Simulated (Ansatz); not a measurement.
Base system: Rb in the bcc (W type) structure (space group Im-3m, No. 229; a = 5.571 Å).

Calculations: PBEsol in Ansatz (plane waves to 420 eV, PAW, without spin-orbit coupling).

Base values:

```
Item                Value
---------------  --------
Volume per atom  86.46 Å³
```

Now apply this change: a hydrostatic pressure of 1.5 GPa.

**Question.** What does the calculation give for the volume per atom after the change?

**Answer.** The volume per atom decreases by 22.09 Å³ to 64.37 Å³.

Load acts through the strain it causes; cell and atoms are relaxed under it. Stability against distortions was not tested. The final runs are not spin-polarised.

Ansatz is an electronic-structure program.
